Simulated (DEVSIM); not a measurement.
Structure: Si n-p junction from an implanted or diffused profile, at 300 K.

| layer (left to right) | material | thickness (μm) | Na (cm⁻³) | τn (s) | τp (s) |
|---|---|---|---|---|---|
| 1 | Si | 19.0 | 6.9e14 | 0.00056 | 0.00056 |

Added donor profile: 3.7e17 cm⁻³ × exp(−(x − 0.026 μm)²/(2·(0.043 μm)²)). Left contact: ohmic. Right contact: ohmic. Voltage is applied to the left contact. Recombination: SRH at mid-gap. Mobility is μmin + (μ − μmin)/(1 + (N/Nref)^α).

Constants are typed, rounded textbook-type inputs, not results; the design itself was drawn at random and stands for no fabricated device. Values at 300 K.

| parameter | Si |
|---|---|
| gap (eV) | 1.124 |
| affinity (eV) | 4.05 |
| permittivity | 11.7 |
| Nc (cm⁻³) | 2.86e19 |
| Nv (cm⁻³) | 3.1e19 |
| μn (cm²/Vs) | 1417 |
| μp (cm²/Vs) | 470 |
| μn,min | 52 |
| μp,min | 45 |
| Nref,n | 9.7e16 |
| Nref,p | 2.2e17 |
| αn | 0.68 |
| αp | 0.72 |

Model (solved in DEVSIM): 1D drift-diffusion, Boltzmann statistics, complete ionisation; no tunnelling, impact ionisation, image-force lowering or self-heating.

Give the dark forward current.


(V (V), J (A/cm²)): (-0.05, -3.5e-9); (-0.10, -2.7e-8); (-0.15, -1.9e-7); (-0.20, -1.3e-6); (-0.30, -6.2e-5); (-0.35, -0.00043); (-0.40, -0.0030); (-0.45, -0.020); (-0.50, -0.14); (-0.55, -0.80); (-0.60, -3.6); (-0.70, -25); (-0.75, -48); (-0.80, -79); (-0.85, -120); (-0.90, -170); (-0.95, -230); (-1.05, -360); (-1.10, -440); (-1.15, -530); (-1.20, -620); (-1.25, -710); (-1.30, -810); (-1.35, -900); (-1.45, -1100); (-1.50, -1200); (-1.55, -1300); (-1.60, -1400)
